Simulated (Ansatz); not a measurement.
Abridged Ansatz (an electronic-structure program) output:

```
Pseudopotential: Ir, paw, valence charge 17
Crystal: 1 atoms, lattice volume = 14.205 Å³
Basis set: ecut = 500 eV, 339 PW (Γ), exchange–correlation on 80×80×80 points (64 copies of the dense FFT grid, shifted against one another)
Bands: 13, of which v1, the nominal top of the filled ones, is band 9 counted from 1 (8 counted from 0)
Symmetry: 48 space group operations
k-points: 286 of 9261
Functional: x = r2scan, c = r2scan; τ floored in thin density (d = 2e-4 eV/Å³)
SCF iter   1: F=—  HF=-11948.700214 eV  |F-HF|=—  |Δ(HF+E_count)|=         —  Δρ=1.11e-2  dr2=8.01e-3  dr2_τ=3.72e-2  ethr=1.77e-3  ⟨swp⟩=5.3  Hψ=21658  notcnv=0
SCF iter   2: F=—  HF=-11948.726459 eV  |F-HF|=—  |Δ(HF+E_count)|=   2.62e-2  Δρ=5.19e-3  dr2=8.70e-4  dr2_τ=4.56e-4  ethr=4.71e-5  ⟨swp⟩=2.0  Hψ=8555  notcnv=0  defer=12
SCF 1 converged in 8 iterations: F = -11948.727215 eV  dr2 = 2.20e-12
SCF converged after 8 iterations
Free energy (F): -11948.727215 eV
Internal energy: -11948.719358 eV  (E = F + TS)
E sigma→0 (E₀):  -11948.723287 eV
Entropy (-TS):   -0.007858 eV (-7.858 meV/atom)
Fermi energy:    25.471211 eV
--- Forces (eV/Å), atoms counted from 1 ---
  atom   1  Ir    -0.00000000     0.00000000     0.00000000
--- Stress (GPa, compression-positive) ---
        0.000039      -0.000000       0.000000
        0.000000       0.000039       0.000000
        0.000000      -0.000000       0.000039
  P = ⅓ Tr σ = 0.0000 GPa (0.000 kbar)
```

**Question.** What was computed, and what are the main results?

**Answer.** Ir, 1 atom in the cell, with r2SCAN (Ansatz, PAW, scalar-relativistic without spin-orbit coupling). The last SCF converged to F = -11948.727215 eV, or -11948.7272 eV per atom, at a pressure of 0.00 GPa. The total energy compares only with runs of the same code, potentials and settings.

Whether these cells are dynamically stable was not tested. The final runs are not spin-polarised. The cell was made from Pt by this change: Pt → Ir.
